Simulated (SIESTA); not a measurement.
Several settings converged on a (001) slab of Mo2Rh (cut from a parent of space group no. 69; 6 atoms in the cell)

```
Mo2Rh
1.0
    2.71443     0.00000     0.00000
   -2.85316     2.71089     0.00000
    0.00000     0.00000    24.13751
Mo Rh
4 2
Direct
  0.00000   0.00000   0.29001
  0.00000   0.50000   0.71000
  0.00000   0.50000   0.54646
  0.00000   0.00000   0.45354
  0.00000   0.00000   0.62823
  0.00000   0.50000   0.37177
```

Base method: SIESTA 5.4.2 with GGA PBEsol, numerical atomic orbitals DZP, PseudoDojo PBEsol standard norm-conserving potentials (rewritten from UPF to PSML).

Base settings: XC.functional = GGA; XC.authors = PBEsol; potentials = PseudoDojo PBEsol standard; PAO.BasisSize = DZP; PAO.EnergyShift = 0.01 Ry; MeshCutoff = 350 Ry; kgrid.MonkhorstPack = 8 8 1; OccupationFunction = MP; OccupationMPOrder = 0; ElectronicTemperature = 100 meV.

Core times come from one kind of shared machine, to one figure; runs under 30 s give none.

**The vacuum**

The mesh stays at the base's, so the ladder's end is converged at best in this setting alone.

Only quantities that move along the ladder and can be compared are tabulated; forces are left out, as grid noise moves with the cell.

| vacuum between outermost atoms (Å) | free energy less the last step's (meV/atom) | core time / last (rough) |
|---|---|---|
| 3.0 | -371.30 | 0.7 |
| 5.0 | -35.61 | 1 |
| 14.0 | 0.02 | 0.9 |
| 30.0 | 0.00 | 1 |

Smallest vacuum between outermost atoms (Å) that holds the free energy within 5 meV/atom of the last step, with all finer ones: 14.0; the step before is off by 36 meV/atom.

**The k-point mesh**

Only quantities that move along the ladder and can be compared are tabulated.

```csv
kgrid.MonkhorstPack,free energy less the last step's (meV/atom),largest difference of a force vector from the last step's (eV/Å),core time / last (rough)
3 3 1,133.97,0.382,0.2
5 5 1,-3.70,0.105,0.4
8 8 1,27.01,0.028,0.3
45 45 1,0.00,0.000,1
```

Coarsest kgrid.MonkhorstPack that holds the free energy within 5 meV/atom: not settled: the last two steps still differ by 27 meV/atom, over half the tolerance, so the ladder does not show it.

Coarsest kgrid.MonkhorstPack that holds the forces within 0.02 eV/Å: not settled: the last two steps still differ by 0.028 eV/Å, over half the tolerance, so the ladder does not show it.

**The cutoff of the real-space grid**

The mesh stays at the base's, so the ladder's end is converged at best in this setting alone.

Only quantities that move along the ladder and can be compared are tabulated.

```csv
MeshCutoff,free energy less the last step's (meV/atom),largest difference of a force vector from the last step's (eV/Å),core time / last (rough)
175 Ry (195 Ry used),-2.43,0.010,0.1
245 Ry (260 Ry used),-1.20,0.005,0.4
350 Ry (399 Ry used),-0.39,0.002,0.4
700 Ry (721 Ry used),0.00,0.000,1
```

Coarsest MeshCutoff that holds the free energy within 2 meV/atom of the last step, with all finer ones: 245 Ry (260 Ry used), at about 0.4 of the last step's time; the step before is off by 2.4 meV/atom.

On the base run: the starting cell comes from a database of computed structures (which also holds hypothetical and non-ambient phases and stackings), without a prior relaxation at this level. The slab is cut from that crystal, and its faces are unrelaxed. Its lattice was rescaled by up to half a per cent. Spin polarisation is off. Values carry the incompleteness of an atom-centred basis.
